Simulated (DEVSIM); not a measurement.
Device: abrupt Si n-p junction, at 300 K.

Layer 1 from the left is Si, thickness (μm) 20.0, Nd (cm⁻³) 1.7e18, τn (s) 1.4e-5, τp (s) 1.4e-5. Layer 2 from the left is Si, thickness (μm) 0.260, Na (cm⁻³) 4.2e17, τn (s) 1.4e-5, τp (s) 1.4e-5.

Left contact: ohmic. Right contact: ohmic. Voltage is applied to the left contact. Recombination: SRH at mid-gap, radiative. Mobility is μmin + (μ − μmin)/(1 + (N/Nref)^α).

This is a model device: material constants are rounded textbook-type values typed into the input, and sizes, dopings and lifetimes were drawn at random. Values at 300 K.

Si: gap (eV) 1.124, affinity (eV) 4.05, permittivity 11.7, Nc (cm⁻³) 2.86e19, Nv (cm⁻³) 3.1e19, μn (cm²/Vs) 1417, μp (cm²/Vs) 470, μn,min 52, μp,min 45, Nref,n 9.7e16, Nref,p 2.2e17, αn 0.68, αp 0.72, B (cm³/s) 4.7e-15.

Task: Estimate by hand the built-in potential, the peak field at zero bias, and compare with a numerical solution.

Result: 
- Built-in potential: ni = √(Nc Nv) exp(−Eg/2kT) = 1.08e10 cm⁻³ with Eg = 1.124 eV; Vbi = kT/q ln(Na Nd/ni²) = 0.940 V; numerical 0.940 V.
- Peak field at zero bias: depletion approximation: W = √(2εVbi/(qN)) = 0.0601 μm with N = 3.37e17 cm⁻³; field = 2Vbi/W = 313000 V/cm; numerical 304000 V/cm (estimate above by 2.8 %).

Model (solved in DEVSIM): 1D drift-diffusion, Boltzmann statistics, complete ionisation; no tunnelling, impact ionisation, image-force lowering or self-heating.
